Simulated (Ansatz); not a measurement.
# bcc Ta: the defect Ta vacancy + F interstitial

The numbers are results of PBE, PAW (plane waves to 420 eV; Ansatz, a first-principles code), not measurements. Details: 54-site cell; 4×4×4 shifted k-points; start: the Ta site; off centre in the vacancy; no spin–orbit coupling; not converged in cell size; the relaxation kept the symmetry of the starting site; relaxed from one start, so a lower configuration may exist.

Neighbours after relaxation, in Å: of the emptied site: F 1.26; of the F atom: Ta 2.24, Ta 2.37, Ta 2.37, Ta 2.37, Ta 2.37.

Formation energies E_f are those of the neutral cell. Chemical conditions: host crystal and elements as references (Δμ(Ta) = 0.00 eV, Δμ(F) = 0.00 eV; F taken from its element, since no compound that bounds it was computed at this level; only phases computed here count, gases as isolated molecules at 0 K). Reference phases: F: F2 molecule in a box, Ta: bcc Ta.

The name describes the start; the neighbours show where the atoms ended.

```csv
charge,moment (μB),point group,largest move off a lattice site (Å),"E_f, host crystal and elements as references (eV)"
0,not spin-polarised,C4v,0.18,-0.23
```

Point groups are those of the whole cell at tolerances of 0.03 and 0.1 Å ("near" where only the looser one holds); none is given for unsettled states.
